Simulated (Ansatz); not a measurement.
Consider Be2C (space group Fm-3m, No. 225).

```
Be2C
1.0
    0.00000     2.15536     2.15536
    2.15536     0.00000     2.15536
    2.15536     2.15536     0.00000
Be C
2 1
Direct
  0.75000   0.75000   0.75000
  0.25000   0.25000   0.25000
  0.00000   0.00000   0.00000
```

All numbers come from DFT with PBEsol, PAW potentials and a 420 eV plane-wave cutoff in Ansatz (an electronic-structure program), no spin-orbit coupling.

One change was made to it. Results:

| quantity | base | after |
|---|---|---|
| density | 2.49 g/cm³ | 2.58 g/cm³ |
| smallest direct gap | 4.12 eV | 4.18 eV |
| electron mass | 0.70 mₑ along k, 0.23 mₑ across (at X) | 0.70 mₑ along k, 0.23 mₑ across (at X) |

Problem. Which change produced these results?
(A) pressure 7.5 GPa
(B) pressure 3 GPa
(C) pressure 1.5 GPa

Solution. A, pressure 7.5 GPa. For comparison, the density in the other runs: pressure 1.5 GPa gives 2.51 g/cm³; pressure 3 GPa gives 2.53 g/cm³.

Load acts through the strain it causes; cell and atoms are relaxed under it. Effective masses come from finite differences of ±0.01 Å⁻¹. Along k means along the line from Γ to the band edge. Stability against distortions was not tested. Competing high-pressure phases were not computed.
